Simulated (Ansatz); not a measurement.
# SnS2 (model structure, started from the HfO2 type, Pbcn, No. 60, 12 atoms in the cell)

Computed with PBEsol+SOC (PAW; Ansatz, a quantum-chemistry and plane-wave program).

Numerical settings: plane-wave cutoff 520 eV, 4×6×4 k mesh (along the axes of the cell as run), Fermi–Dirac smearing 0.01 eV, PAW data made under PBE.

Cell (relaxed with PBEsol):

```yaml
crystal:
  lattice:
    - [7.15777, 0.00000, 0.00000]
    - [0.00000, 5.85797, 0.00000]
    - [0.00000, 0.00000, 6.33313]
  atoms:
    - { symbol: Sn, position: [0.09770, 0.25001, 0.20433] }
    - { symbol: Sn, position: [0.90230, 0.74999, 0.70433] }
    - { symbol: Sn, position: [0.40230, 0.25001, 0.70433] }
    - { symbol: Sn, position: [0.59770, 0.74999, 0.20433] }
    - { symbol: S, position: [0.34412, 0.99601, 0.38833] }
    - { symbol: S, position: [0.65588, 0.00399, 0.88833] }
    - { symbol: S, position: [0.15588, 0.99601, 0.88833] }
    - { symbol: S, position: [0.84412, 0.00399, 0.38833] }
    - { symbol: S, position: [0.65589, 0.49598, 0.52033] }
    - { symbol: S, position: [0.34411, 0.50402, 0.02033] }
    - { symbol: S, position: [0.84411, 0.49598, 0.02033] }
    - { symbol: S, position: [0.15589, 0.50402, 0.52033] }
```

```json
{
 "band_gap": "0.02 eV (under three smearing widths, so not firm)",
 "smallest_direct_gap_on_the_k_points_sampled": "0.07 eV"
}
```

Note: the relaxation could raise the start's symmetry but not lower it, so the cell can be a saddle point.

Computed values are for the static lattice.

Cost on a shared machine: roughly 6 core-minutes.

A model structure was made by putting elements into a prototype or built by hand; it is no filed structure, need not be a known phase, and can be a saddle point held by its symmetry.
